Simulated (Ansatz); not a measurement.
## Effect of biaxial strain +2.35 %, plane normal [001], relaxed out of plane on V3Si

Take V₃Si in the A15 (Cr3Si type) structure (space group Pm-3n, No. 223; a = 4.6499 Å) as the base. Axes: x, y, z lie along the cube axes.

Now apply this change: tensile biaxial strain of 2.35 % in the plane normal to [001], as in epitaxy on a mismatched substrate; the out-of-plane cell vector and the atoms relax.

The values are results of PBEsol/PAW in Ansatz (an electronic-structure program), no spin-orbit coupling, earlier PAW set, not measurements. k-mesh 10×10×10 (Γ-centred); smearing 0.05 eV (Fermi–Dirac).

```tsv
quantity	base	changed	shift
space group	Pm-3n (No. 223)	P4_2/mmc (No. 131)	–
shortest interatomic distance	2.325 Å	2.275 Å	-0.050 Å
energy relative to the base (free energy F)	0 meV/atom	+12 meV/atom	+12 meV/atom
pressure (mean of the normal stresses, compression positive)	0.0 GPa	-4.7 GPa	-4.7 GPa
band gap	zero	zero	–
out-of-plane strain (rough)	–	-2.14 %	–
mean in-plane stress (compression positive) (rough)	–	-7.0 GPa	–
```

Final structure (turned so that z lies along the plane normal):

```yaml
crystal:
  lattice:
    - [4.75914, 0.00000, 0.00000]
    - [0.00000, 4.75914, 0.00000]
    - [0.00000, 0.00000, 4.55040]
  atoms:
    - { symbol: V, position: [0.25770, 0.00000, 0.50000] }
    - { symbol: V, position: [0.74230, 0.00000, 0.50000] }
    - { symbol: V, position: [0.00000, 0.50000, 0.25000] }
    - { symbol: V, position: [0.00000, 0.50000, 0.75000] }
    - { symbol: V, position: [0.50000, 0.24230, 0.00000] }
    - { symbol: V, position: [0.50000, 0.75770, 0.00000] }
    - { symbol: Si, position: [0.00000, 0.00000, 0.00000] }
    - { symbol: Si, position: [0.50000, 0.50000, 0.50000] }
```

Without a gap, meshes like the base's 10×10×10 leave anisotropic stresses uncertain by several tenths of a GPa, and small strain energies with them. Whether these cells are dynamically stable was not tested. Seeded moments were not kept for the base. The final runs are not spin-polarised.
